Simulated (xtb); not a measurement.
xtb 6.7.1, GFN2-xTB: Si(F)(Vi)(NH2)(NMe2) (C=C[Si](N)(F)N(C)C), 19 atoms. The geometry is a generated start, not checked to be a minimum at this level.

```
Property                  Result
-----------------  -------------
run flags                 --grad
method                  GFN2-xTB
--acc                1 (default)
--etemp (K)        300 (default)
basis functions               49
valence electrons             48
```

```xyz
19

C      2.5798    -1.3892     0.1075
C      1.7087    -0.8365    -0.7234
Si     0.5828     0.6087    -0.2884
N      0.3021     1.5010    -1.7296
F      1.3479     1.4503     0.8791
N     -0.9625     0.3089     0.3961
C     -2.0422    -0.2210    -0.4024
C     -1.1523     0.0684     1.8055
H      3.1993    -2.2279    -0.1728
H      2.7211    -1.0110     1.1070
H      1.6115    -1.2544    -1.7181
H      1.1006     1.8058    -2.2627
H     -0.3904     2.2334    -1.7009
H     -2.1600    -1.3011    -0.2531
H     -2.9819     0.2652    -0.1226
H     -1.8426    -0.0339    -1.4525
H     -0.3356     0.5130     2.3678
H     -1.1939    -1.0048     2.0332
H     -2.0923     0.5253     2.1303
```

One run each on 1 thread. Values of broydamp tried: 0.02, 0.05, 0.1, 0.2, 0.4 (default), 0.6, 0.8, 1.

### Question
How does the count of SCC iterations change with broydamp, and where is it least?

### Answer
Fewest SCC iterations, within one of each other: 0.4 (default) with 12, 0.6 with 13, 0.8 with 12, 1 with 13. The count rises to 21 at 0.02. All converge to one solution.

| broydamp | SCC iterations | end |
|---|---|---|
| 0.02 | 21 | same solution |
| 0.05 | 19 | same solution |
| 0.1 | 17 | same solution |
| 0.2 | 14 | same solution |
| 0.4 (default) | 12 | same solution |
| 0.6 | 13 | same solution |
| 0.8 | 12 | same solution |
| 1 | 13 | same solution |
